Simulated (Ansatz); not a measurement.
Functionals compared on a constructed model of the (0001) surface of hcp Ti, a pseudomorphic layer of Mg in the host's stacking (bottom of the slab: a bare face, its two planes held), in Ansatz (plane waves, PAW). The structure was relaxed with PBE; the other rows are single points on it. Cutoff 420 eV (500 eV for r2SCAN).

Model: 7-atom slab, 14.3 Å thick at the start, 15x15x1 mesh, Fermi-Dirac 0.1 eV, dipole correction, 2 atoms held, the rest relaxed; start symmetry kept, larger cells not searched; no spin, no spin-orbit, no U. It is one candidate, not shown to be the stable structure of the face. These notes are the PBE run's.

```
functional  work function of the top face (eV)          rough cost of the single point
----------  ----------------------------------  --------------------------------------
PBE                                       4.21                                       –
RPBE                                      4.15          around 28 core-seconds (rough)
r2SCAN                                     ___  about 60 core-seconds (a rough figure)
```

Question: Some entries are withheld; supply them.

Answer: 
- r2SCAN, work function of the top face (eV): 4.34

Ansatz is a quantum-chemistry and plane-wave program.
